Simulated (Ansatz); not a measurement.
Results of PBEsol+SOC in Ansatz (plane waves, PAW) for GaN (model structure, started from the HgO type, P6₄22, No. 181, 6 atoms in the cell).

Settings: plane-wave cutoff 520 eV, 24×24×8 k mesh (along the axes of the cell as run), Fermi–Dirac smearing 0.05 eV, PAW data made under PBE.

Cell (relaxed with PBE-D3(BJ)):

Space group P6₄22 (No. 181); a = b = 3.137 Å, c = 7.396 Å, α = β = 90.00°, γ = 120.00°

| atom | site | symmetry | x | y | z |
|---|---|---|---|---|---|
| Ga | 3d | 222 | 0.5000 | 0.0000 | 0.5000 |
| N | 3c | 222 | 0.5000 | 0.0000 | 0.0000 |

### Question
Estimate the band gap that the calculation returns.

### Answer

* **band gap**: 1.37 eV (on the SCF k mesh)

Note: the relaxation could raise the start's symmetry but not lower it, so the cell can be a saddle point; cell and atoms aren't relaxed at this level (pressure -2.5 GPa).

A model structure was made by putting elements into a prototype or built by hand; it is no filed structure, need not be a known phase, and can be a saddle point held by its symmetry.

Ansatz is an electronic-structure program.
